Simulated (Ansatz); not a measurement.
V_Si+N_C in 6H silicon carbide (the name describes the start): one set of geometries, relaxed with PBE, evaluated in Ansatz (PAW, plane waves to 420 eV, 500 eV under r2SCAN) with PBE, r2SCAN.

Cell and caveats: 144-site cell; 2×2×1 shifted k-points; start: the Si(k) site; C(k) 1.90 Å away, along c; charged states image-corrected; not converged in cell size; relaxed from one start, so a lower configuration may exist; flagged in the runs: a host whose relaxation on this sampling wasn't shown to rest.

| quantity | PBE | r2SCAN |
|---|---|---|
| host gap (eV) | 2.01 | 2.37 |
| ε(0/−1) above the VBM (eV) | 0.82 | 1.12 |
| ε(−1/−2) above the VBM (eV) | 1.71 | 2.00 |
| neutral formation energy against graphite, N2 molecule in a box, silicon (eV) | 4.66 | 4.50 |
| largest moment on one atom at charge 0 (μB) | 0.35 | 0.40 |
| largest moment on one atom at charge −1 (μB) | 0.29 | 0.33 |
| largest moment on one atom at charge −2 (μB) | 0.17 | 0.20 |

PBE narrows the gap by 0.36 eV against r2SCAN, the highest level run, and puts the levels shown 0.30 eV lower above the valence-band maximum on average (from the rounded values).

Ansatz is an electronic-structure program.
